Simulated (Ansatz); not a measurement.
GaP: response to strain

Take GaP in the zinc blende structure (space group F-43m, No. 216; a = 5.439 Å) as the base.

Strains are applied to the cell and any free atomic positions relax.

All numbers come from PBEsol (Ansatz, a quantum-chemistry and plane-wave program), scalar-relativistic without spin-orbit coupling.

```tsv
variant	gap character	band gap	width of the top valence band	volume per atom
base	indirect, Γ → Γ–X (87 % along)	1.45 eV	3.51 eV	20.11 Å³
isotropic strain −3.00 %	–	1.27 eV	3.98 eV	18.35 Å³
isotropic strain −2.50 %	indirect, Γ → Γ–X (87 % along)	1.30 eV	3.90 eV	18.64 Å³
isotropic strain −2.00 %	indirect, Γ → Γ–X (87 % along)	1.34 eV	3.82 eV	18.93 Å³
isotropic strain −1.50 %	indirect, Γ → Γ–X (87 % along)	1.37 eV	3.74 eV	19.22 Å³
isotropic strain −1.00 %	indirect, Γ → Γ–X (87 % along)	1.40 eV	3.66 eV	19.51 Å³
isotropic strain +0.50 %	indirect, Γ → Γ–X (87 % along)	1.48 eV	3.43 eV	20.41 Å³
isotropic strain +1.00 %	indirect, Γ → Γ–X (87 % along)	1.51 eV	3.36 eV	20.72 Å³
isotropic strain +1.50 %	direct at Γ	1.44 eV	3.29 eV	21.03 Å³
isotropic strain +2.50 %	direct at Γ	1.20 eV	3.16 eV	21.65 Å³
```

Whether these cells are dynamically stable was not tested.
